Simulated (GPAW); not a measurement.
Band structure of SrAl₂ (Imma, 6 atoms in the cell).

```
CELL_PARAMETERS angstrom
     -2.46218     4.05678     4.04831
      2.46218    -4.05678     4.04831
      2.46218     4.05678    -4.04831
ATOMIC_POSITIONS crystal
  Sr 0.30033 0.55033 0.75000
  Sr 0.69967 0.44967 0.25000
  Al 0.27083 0.83937 0.43146
  Al 0.72917 0.16063 0.56854
  Al 0.90791 0.83937 0.06854
  Al 0.09209 0.16063 0.93146
```

Computed with LDA (Perdew-Wang 92), GPAW PAW datasets LDA (gpaw-data 1.0.1) (plane waves; GPAW 25.7.0).

Settings: mode = pw; ecut = 550 eV; xc = LDA; kpts = 6 6 6; mesh shift (steps) = 0 0 0; occupations.name = methfessel-paxton; occupations.width = 0.1 eV; occupations.order = 0; nbands = -12; convergence.forces = 0.001 eV/Å; symmetry.symmorphic = false; symmetry.tolerance = 0.0005; maxiter = 150; bandpath_npoints = 40.

The starting cell comes from a database of computed structures (which also holds hypothetical and non-ambient phases and stackings), without a prior relaxation at this level. Its lattice was rescaled by a random factor within 2.5 % of one.

Levels in eV from the Fermi level, bands 13 to 20:
| point | 13 | 14 | 15 | 16 | 17 | 18 | 19 | 20 |
|---|---|---|---|---|---|---|---|---|
| Γ | -2.27 | -1.49 | -1.38 | -0.68 | 0.01 | 1.05 | 1.07 | 1.39 |
| X | -2.54 | -2.22 | -0.87 | -0.34 | 0.83 | 1.61 | 1.72 | 1.83 |
| L | -2.54 | -2.22 | -0.87 | -0.34 | 0.83 | 1.61 | 1.72 | 1.83 |
| T | -2.18 | -2.15 | -1.01 | -0.77 | -0.09 | 0.98 | 1.60 | 1.85 |
| W | -1.37 | -1.37 | -1.17 | -1.17 | 0.33 | 0.33 | 0.99 | 0.99 |
| R | -2.26 | -2.26 | -1.04 | -1.04 | 0.57 | 0.57 | 1.79 | 1.79 |
| X1 | -2.54 | -2.22 | -0.87 | -0.34 | 0.83 | 1.61 | 1.72 | 1.83 |
| Z | -1.73 | -1.11 | 0.54 | 0.64 | 0.78 | 0.86 | 1.36 | 1.54 |
| Y | -1.73 | -1.11 | 0.54 | 0.64 | 0.78 | 0.86 | 1.36 | 1.54 |
| S | -1.76 | -1.70 | -0.76 | -0.61 | 0.03 | 0.19 | 1.49 | 1.69 |

Bands cross the Fermi level along this path, so the cell is metallic at this level.
